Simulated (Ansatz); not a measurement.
A hypothetical phase is included: elements placed on a structure type, which no database files for this compound.

By r2SCAN, the system below comes out a metal.

A figure of merit of an interconnect metal is its ballistic conductance per area.

Given:

```
CELL_PARAMETERS angstrom
      5.00327     0.00000     0.00000
      0.00000     5.00327     0.00000
      2.50164    -2.50164     3.53785
ATOMIC_POSITIONS crystal
  Te 0.25000 0.25000 0.50000
  Te 0.50000 0.50000 0.00000
```

The cell was relaxed by PBE-D3(BJ); by r2SCAN it stands under a pressure of 0.9 GPa.

The current flows along the normal of the first two printed cell vectors, the (001) plane of the conventional cell. No spin-orbit coupling; the value is a mean over 0.1 eV about the Fermi level.

Question: Estimate the ballistic conductance per area that r2SCAN (Ansatz, a program for electronic structure) returns for this system.

Answer: 0.44 × 10¹⁵ S/m² for both spins.
